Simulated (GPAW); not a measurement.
Worked example: self-consistent single point of H4BrN (P-43m, 6 atoms in the cell) in GPAW.

Computed with LDA (Perdew-Wang 92), GPAW PAW datasets LDA (gpaw-data 1.0.1) (plane waves; GPAW 25.7.0).

```xyz
6
Lattice="4.0001 0.0000 0.0000 0.0000 4.0001 0.0000 0.0000 0.0000 4.0001" Properties=species:S:1:pos:R:3 pbc="T T T"
H      0.5969     0.5969     3.4032
H      0.5969     3.4032     0.5969
H      3.4032     3.4032     3.4032
H      3.4032     0.5969     0.5969
Br     2.0000     2.0000     2.0000
N      0.0000     0.0000     0.0000
```

Reference input (self-consistent single point, DFT PBEsol, plane waves, GPAW PAW datasets PBEsol (made by gpaw-setup)): mode = pw; ecut = 950 eV; xc = PBEsol; kpts = 4 4 4; mesh shift (steps) = 0 0 0; occupations.name = fermi-dirac; occupations.width = 0 eV; nbands = -4; convergence.bands = -2; symmetry.symmorphic = false; symmetry.tolerance = 0.0005; maxiter = 120. This run's input differs from it in these lines:

```diff
@@ -17,3 +17,3 @@
 calc = GPAW(mode={'name': 'pw', 'ecut': 950},
-            xc='PBEsol',
+            xc='LDA',
             kpts={'size': (4, 4, 4), 'gamma': True},
```

Its files differ too (potentials: GPAW PAW datasets LDA (gpaw-data 1.0.1)).

Output (repeated stretches shortened):

```
     iter     time        total  log10-change:
                         energy   eigst   dens
iter:   1 --:--:--   -30.582774   +0.82
iter:   2 --:--:--   -30.207785   -0.12  -0.78
iter:   3 --:--:--   -28.802904   -0.18  -0.82
iter:   4 --:--:--   -28.832810   -0.57  -1.11
iter:   5 --:--:--   -28.730678   -1.00  -1.12
iter:   6 --:--:--   -28.697427   -0.99  -1.61
iter:   7 --:--:--   -28.685625   -1.33  -1.73
iter:   8 --:--:--   -28.685617   -2.08  -2.17
iter:   9 --:--:--   -28.686223c  -2.28  -2.58
iter:  10 --:--:--   -28.685342c  -2.68  -2.41
iter:  11 --:--:--   -28.685336c  -3.02  -3.67
iter:  12 --:--:--   -28.685336c  -3.47  -3.84
iter:  13 --:--:--   -28.685338c  -3.95  -3.85
iter:  14 --:--:--   -28.685336c  -4.21  -3.81
iter:  15 --:--:--   -28.685336c  -4.48  -4.15c
iter:  16 --:--:--   -28.685336c  -4.66  -4.61c
iter:  17 --:--:--   -28.685336c  -5.37  -4.87c
iter:  18 --:--:--   -28.685336c  -5.65  -4.81c
iter:  19 --:--:--   -28.685336c  -6.15  -4.98c
iter:  20 --:--:--   -28.685336c  -6.33  -5.01c
iter:  21 --:--:--   -28.685336c  -7.03  -5.11c
iter:  22 --:--:--   -28.685336c  -7.39  -5.62c
iter:  23 --:--:--   -28.685336c  -7.83c -5.56c
Converged after 23 iterations.

Dipole moment: (0.000000, 0.000000, 0.000000) |e|*Ang

Energy contributions relative to reference atoms: (reference = -72331.934665)

Kinetic:        +31.083442
Potential:      -34.557983
External:        +0.000000
XC:             -25.355723
Entropy (-ST):   +0.000000
Local:           +0.144928
SIC:             +0.000000
--------------------------
Free energy:    -28.685336
Extrapolated:   -28.685336

Showing only first 2 kpts
 Kpt  Band  Eigenvalues  Occupancy
  0     6      0.05585    2.00000
  0     7      0.05585    2.00000
  0     8      4.07199    0.00000
  0     9      9.82447    0.00000

  1     6     -0.01266    2.00000
  1     7     -0.01266    2.00000
  1     8      5.35595    0.00000
  1     9      7.99760    0.00000

Fermi level: 2.10308

Gap: 3.938 eV
Transition (v -> c):
   [... lines left out ...]
Direct gap: 4.016 eV
   [... lines left out ...]
  0 H     0.36114    0.36114   -0.36114
  1 H     0.36114   -0.36114    0.36114
  2 H    -0.36114   -0.36114   -0.36114
  3 H    -0.36114    0.36114    0.36114
  4 Br    0.00000    0.00000    0.00000
  5 N     0.00000   -0.00000    0.00000

Stress tensor:
    -0.000697     0.000000     0.000000
     0.000000    -0.000697     0.000000
     0.000000     0.000000    -0.000697
Stress (GPa, Voigt): [-0.1117 -0.1117 -0.1117  0.      0.      0.    ]
```

The run converged in 23 iterations. GPAW prints stress with tension positive. Against the reference run the largest force goes from 0.509 to 0.626 eV/Å and the gap on the mesh goes from 4.093 to 3.938 eV.

At such cutoffs GPAW's stress carries a finite-basis (Pulay) error, which enters relaxed cells too; its log prints stress with tension positive.

The starting cell comes from a database of computed structures (which also holds hypothetical and non-ambient phases and stackings), without a prior relaxation at this level.
